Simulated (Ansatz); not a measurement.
A stack in vacuum: 2 layers of blue-P, twisted by 21.8° (blue-P a predicted or substrate-bound sheet, here free).

These are PBE+D3(BJ) (plane waves to 420 eV, PAW; Ansatz, a program for electronic structure) values and carry that method's errors. Spin–orbit coupling is left out; PBE gaps are too small against experiment. Its k-point mesh 6×6×1, Fermi–Dirac width 0.01 eV. A dipole correction is on.

Q: Predict its spacing, binding and gap.

A: 
| Quantity | Value |
|---|---|
| gap between facing atomic planes | 3.48 Å |
| step of the vacuum level across the stack (top less bottom) | 0.00 eV |
| interaction energy of the frozen layers | -15.1 meV/Å² |
| interaction energy without the D3 term at this geometry | +4.9 meV/Å² |
| PBE gap over the mesh and listed points off it | 1.46 eV |
| valence and conduction edges under the vacuum level of the lower face | 5.70 and 4.24 eV |
